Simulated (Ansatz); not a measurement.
Crystal: GaP (F-43m, zinc blende, 2 atoms a cell, 20.3 Å³ an atom); both levels run on this one cell.

Complex bands along the normal of (111) by Ansatz (plane waves, PAW, no spin-orbit coupling). r2SCAN gives a gap of 1.86 eV and a slowest mid-gap decay of 0.119 1/Å.

What does PBE give on the same cell, and what does that do to the current through 2 nm?

Gap 1.61 eV, κ = 0.102 1/Å. The mid-gap transmission through 2 nm changes by exp(2 × 20 × (0.119 − 0.102)) = a factor of 2.0 against r2SCAN.

Ansatz is a program for electronic structure.
